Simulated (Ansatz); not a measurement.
Consider Cs$_{2}$AgBiF$_{6}$ (space group Fm-3m, No. 225; a = 9.541 Å; a cell from a computed database, its experimental status unchecked). Axes: x, y, z lie along the cube axes.

(Cell as relaxed with PBE.)

Levels (all Ansatz, a first-principles code, PAW): PBE (420 eV, no spin-orbit coupling); r2SCAN (500 eV, no spin-orbit coupling).

Each level relaxes its own structure.

| base | PBE | r2SCAN |
|---|---|---|
| volume per atom | 21.71 Å³ | 20.50 Å³ |
| lattice parameter a | 9.541 Å | 9.359 Å |
| band gap | 2.76 eV | 3.19 eV |

One thing is altered: a pure shear with ε_xz = ε_zx = -0.0169; the atoms relax in the strained cell.

```csv
quantity,PBE,r2SCAN
band gap,2.76 eV,3.19 eV
shift of the gap caused by the change,0.00 eV,0.00 eV
shortest interatomic distance,2.282 Å,2.257 Å
electron mass,"1.0 mₑ along k, 0.59 mₑ across (at L)","1.8 mₑ along k, 0.59 mₑ across (at L)"
largest internal atomic displacement,0.023 Å,0.028 Å
```

PBE's band gap lies 0.43 eV below r2SCAN's; PBE's shortest interatomic distance lies 0.025 Å above r2SCAN's (1.1 %); the two agree on the shift of the gap caused by the change. Neither level is exact; r2SCAN is the comparison here, not a measurement.

Spin-orbit coupling, missing from the scalar runs, can matter with Bi. Masses are band curvatures over ±0.01 Å⁻¹ around the edge. Along k means along the line from Γ to the band edge. Stability against distortions was not tested.
